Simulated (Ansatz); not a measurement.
# Se: response to strain

The parent structure is Se (space group P3_121, No. 152; a = 4.529 Å, c = 5.042 Å; made of chains).

Strains are applied to the cell and any free atomic positions relax.

Computed with PBE (Ansatz, a quantum-chemistry and plane-wave program), without spin-orbit coupling, earlier PAW set.

```csv
isotropic strain (%),band gap (eV)
-1.02,1.07
0,1.04
0.66,?
4.46,0.79
```

Problem. Fit E_g = E₀ + Dε (ε in %) to the rows shown and predict the withheld row.

Solution. Least squares on the printed values gives E₀ = 1.03 eV, D = -52.6 meV per % of strain (largest residual 0.01 eV); this predicts 0.99 eV, and the run gives 1.01 eV, 0.02 higher.

Stability against distortions was not tested. No dispersion term is included, though the crystal is made of layers, chains or molecules, so its spacings can come out too wide.
